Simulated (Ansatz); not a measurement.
Response to strain in BN

The parent structure is BN (space group P6_3/mmc, No. 194; a = 2.5005 Å, c = 6.4117 Å; layered, stacked along the Cartesian z axis). Axes: x lies along a and z along c of the hexagonal cell.

Strains are applied to the cell and any free atomic positions relax.

The values are results of Ansatz (a program for electronic structure), PBEsol-D3(BJ), PAW, cutoff 420 eV, scalar-relativistic without spin-orbit coupling, not measurements.

Notes on the quantities. energy relative to the base: free energy F.

```csv
uniaxial strain ε_xx (%),energy relative to the base (meV/atom)
-3,23.4
-2.4,14.8
-1.8,8.3
-1.2,3.6
-0.6,?
0,0.0
```

Problem. Fit ΔE = Aε² + Bε³ (ε in %) to the rows shown and predict the withheld row.

Solution. Least squares on the printed values gives A = 2.47 and B = -0.043 meV/atom (largest residual 0.0 meV/atom); this predicts 0.9 meV/atom, and the run gives 0.9 meV/atom, in agreement.

Whether these cells are dynamically stable was not tested.
